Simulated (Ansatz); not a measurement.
## Response to strain in BeS

The reference is BeS in the zinc blende structure (space group F-43m, No. 216).

```yaml
crystal:
  lattice:
    - [0.00000, 2.43431, 2.43431]
    - [2.43431, 0.00000, 2.43431]
    - [2.43431, 2.43431, 0.00000]
  atoms:
    - { symbol: Be, position: [0.00000, 0.00000, 0.00000] }
    - { symbol: S, position: [0.25000, 0.25000, 0.25000] }
```

Strains are applied to the cell and any free atomic positions relax.

Calculations: r2SCAN, PAW, 500 eV (Ansatz, a quantum-chemistry and plane-wave program; scalar-relativistic without spin-orbit coupling).

Notes on the quantities. energy relative to the base: free energy F.

```tsv
isotropic strain (%)	energy relative to the base (meV/atom)
0	0.0
0.5	1.0
1	3.9
1.5	8.5
2	?
2.5	23.1
3	32.8
```

Fit ΔE = Aε² + Bε³ (ε in %) to the rows shown and predict the withheld row.

Least squares on the printed values gives A = 3.95 and B = -0.10 meV/atom (largest residual 0.1 meV/atom); this predicts 15.0 meV/atom, and the run gives 15.0 meV/atom, in agreement.

Stability against distortions was not tested.
